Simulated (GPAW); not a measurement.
GPAW 25.7.0, DFT, PBE, plane waves, PAW datasets of gpaw-data 1.0.1: bcc Fe, atoms displaced, 2 atoms, spin-polarised from a ferromagnetic start (3 μB on Fe). Basis and mesh were picked for this test and aren't claimed converged.

```json
{
 "cell": "2.87, 2.87, 2.87 Å; 90, 90, 90°",
 "distance_to_the_nearest_atom": "2.44 to 2.44 Å",
 "task": "scf",
 "mode.name": "pw",
 "mode.ecut": "500 eV",
 "xc": "PBE",
 "k mesh": "8×8×8",
 "kpts.gamma": "true",
 "occupations.name": "fermi-dirac",
 "occupations.width": "0.1 eV",
 "convergence.density (electrons an electron)": "1e-05",
 "maxiter": "150",
 "parallel.sl_auto": "false",
 "parallel.augment_grids": "true",
 "eigensolver.name": "dav (default)",
 "eigensolver.niter": "2 (default)",
 "mixer.backend": "pulay (default)",
 "mixer.method": "difference (default)",
 "mixer.beta": "0.05 (default)",
 "mixer.nmaxold": "5 (default)",
 "mixer.weight": "50 (default)",
 "convergence.eigenstates (eV² an electron)": "4e-08 (default)",
 "convergence.energy (eV an electron)": "0.0005 (default)",
 "k-points after symmetry (for each spin)": "260",
 "bands": "18",
 "electrons": "16",
 "plane_waves": "624",
 "coarse_grid": "15*15*15",
 "symmetry_operations": "1"
}
```

It runs on a single node (Intel Xeon 6 (Granite Rapids), 96 cores on 1 socket, 2 hardware threads a core, 3 L3 cache groups, 3 NUMA nodes).

Wall times, medians of two to five repeats, each run alone on the node (launch to exit). Unless noted, each process is bound to its own block of adjacent cores. The times hold for this build (conda-forge: Open MPI, OpenMP, OpenBLAS, FFTW, ScaLAPACK, ELPA). Scratch files lie in a memory file system.

All on 8 ranks. Base settings, kept where nothing else is said: parallel.kpt = 8, parallel.band = 1, parallel.domain = 1. The candidates, on 8 cores each, agree within 1.0 meV/atom in energy, 10 meV/Å in forces (largest component), 0.020 μB in site moments:
A. parallel.kpt = 1, parallel.band = 4, parallel.domain = 2
B. parallel.kpt = 1, parallel.band = 8
C. parallel.kpt = 1, parallel.band = 2, parallel.domain = 4
D. the base settings

Q: Which would you take for the shortest time to solution?

A: D (the base settings), 12 s. At the other end B takes 4.8× as long.

```tsv
candidate	wall time	repeats	SCF iterations
D	12 s	2 runs within 1 %	24
C	45 s	2 runs within 1 %	24
A	52 s	2 runs within 1 %	24
B	59 s	2 runs within 1 %	24
```

From the slowest to the fastest: The largest move is in the band solver (Davidson, Orthonormalize): 49 s to 7.9 s.
